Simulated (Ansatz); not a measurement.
Take GaAs in the zinc blende structure (space group F-43m, No. 216; a = 5.6667 Å) as the base.

Method: r2SCAN in Ansatz (plane waves to 500 eV, PAW, scalar-relativistic without spin-orbit coupling).

Base values:

The band gap comes out as 0.96 eV and the width of the top valence band is 3.40 eV. The gap character is direct at Γ. The density is 5.28 g/cm³.

The change: N takes the place of As on all its sites, then cell and atoms are relaxed.

Tabulated Pauling electronegativity and covalent radius: As 2.18, 1.19 Å; N 3.04, 0.71 Å.

Problem. What happens to the band gap?

Solution. The band gap grows by 1.21 eV, from 0.96 eV to 2.17 eV.

Problem. Predict the new width of the top valence band.

Solution. The width of the top valence band goes up by 0.32 eV, from 3.40 eV to 3.72 eV.

Problem. What happens to the gap character?

Solution. The gap character stays direct at Γ.

Problem. What does the calculation give for the density after the change?

Solution. The density increases by 0.83 g/cm³ (5.28 g/cm³ → 6.11 g/cm³).

Whether these cells are dynamically stable was not tested. This is not the structure that GaN has at room temperature and ambient pressure.

Ansatz is a program for electronic structure.
